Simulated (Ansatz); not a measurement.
The reference is HfO$_{2}$ (space group P4_2/nmc, No. 137; a = 3.5768 Å, c = 5.2026 Å). Axes: x, y, z lie along a, b, c of the conventional cell.

All numbers come from r2SCAN, PAW, 500 eV (Ansatz, an electronic-structure program; no spin-orbit coupling).

Perturbation: tensor shear ε_xz = −1.42 % (engineering shear γ = -0.0284), atoms relaxed at fixed cell.

Predict the stress tensor and what it implies for the stiffness.

Stress of the strained cell less that of the base (GPa, compression positive):
```
   0.55    0.00    0.49
   0.00    0.05    0.00
   0.49    0.00    0.42
```

Then −Δσ/γ with γ = 2ε = -0.0284 gives secant stiffness values (nonlinear terms included at this strain): C55 ≈ 17 GPa.

Whether these cells are dynamically stable was not tested. This is not the structure that HfO2 has at room temperature and ambient pressure.
